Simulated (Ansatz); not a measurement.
Consider TiC in the rock salt structure (space group Fm-3m, No. 225; a = 4.2609 Å; relaxed with 0.1 eV smearing). Axes: x, y, z lie along the cube axes.

Computed with LDA, PAW, 420 eV (Ansatz, a program for electronic structure; without spin-orbit coupling).

Before the change:

| Item | Value |
|---|---|
| Pressure | 0.0 GPa |
| Shortest interatomic distance | 213.0 pm |

Modification: tensile biaxial strain of 1.50 % in the plane normal to [001], as in epitaxy on a mismatched substrate; the out-of-plane cell vector and the atoms relax.

Task: Estimate the effect on the pressure.

Result: The pressure (mean of the normal stresses, compression positive) goes from zero to -6.1 GPa.

Task: What happens to the shortest interatomic distance?

Result: The shortest interatomic distance decreases by 1.36 pm, from 213.0 pm to 211.7 pm.

Stability against distortions was not tested. All final runs are without spin polarisation.
